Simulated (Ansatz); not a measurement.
The reference is GeS2 in the 2H-MoS2 type structure (space group P6_3/mmc, No. 194; a = 3.428 Å, c = 10.622 Å; a hypothetical phase, not in the database extracts checked; layered, stacked along the Cartesian z axis).

The values are results of Kohn–Sham DFT with the PBE-D3(BJ) functional, run in Ansatz (a quantum-chemistry and plane-wave program) with PAW and 420 eV plane waves, spin-orbit coupling left out, earlier PAW set, not measurements.

For the base:

```
Item               Result
---------------  --------
Volume per atom  18.01 Å³
c/a ratio           3.099
```

It is then changed as follows: a hydrostatic pressure of 7 GPa.

Q: What happens to the volume per atom?

A: The volume per atom falls by 1.45 Å³ to 16.56 Å³.

Q: Predict the new c/a ratio.

A: The c/a ratio falls by 0.016 (3.099 → 3.083).

Load acts through the strain it causes; cell and atoms are relaxed under it. No phonon test of stability was made. No other phases were tried under pressure. All final runs are without spin polarisation.
